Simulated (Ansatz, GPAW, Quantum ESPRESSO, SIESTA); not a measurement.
**Code comparison for CoSi2 (Fm-3m, 3 atoms in the cell)**

Self-consistent single point.

```yaml
crystal:
  lattice:
    - [0.00000, 2.68000, 2.68000]
    - [2.68000, 0.00000, 2.68000]
    - [2.68000, 2.68000, 0.00000]
  atoms:
    - { symbol: Co, position: [0.00000, 0.00000, 0.00000] }
    - { symbol: Si, position: [0.25000, 0.25000, 0.25000] }
    - { symbol: Si, position: [0.75000, 0.75000, 0.75000] }
```

Shared settings, as Ansatz (an electronic-structure program) writes them: kpoints.mp_grid.grid = 14 14 14; scf.occupations.method = gaussian; scf.occupations.width = 0.272 eV. Potentials and cutoffs stand in the table.

| code | model | pressure (GPa) | cutoff |
|---|---|---|---|
| Quantum ESPRESSO | PBEsol, PSlibrary ultrasoft (PBE) pseudopotentials | -4.76 | 50 Ry |
| GPAW | PBEsol, GPAW PAW datasets PBEsol (made by gpaw-setup) | -3.51 | 800 eV |
| SIESTA | GGA PBEsol, numerical atomic orbitals DZP, PseudoDojo PBEsol standard norm-conserving potentials (rewritten from UPF to PSML) | -6.28 | grid 400 Ry |
| Ansatz | PBEsol, default PAW files made with PBE | -4.90 | 420 eV |

On Ansatz's run: spin polarisation is off.

The spread over the programs that give each value: pressure within 2.77 GPa.

SIESTA uses small atom-centred bases, whose incompleteness enters pressures, forces and empty levels differently from a plane-wave cutoff. Ansatz's pressure is given at a fixed set of plane waves, as the other plane-wave codes print theirs; with its correction for the finite basis it is -4.82 GPa. In the pressure, GPAW (by 1.25) and SIESTA (by 1.52) lie more than 1 GPa from the median of the plane-wave programs.

The starting cell has typed, rounded lattice constants, without a prior relaxation at this level.

Left out of this page: Elk and FLEUR (not drawn, or without a comparable value).

Keys are those of Ansatz 0.2.
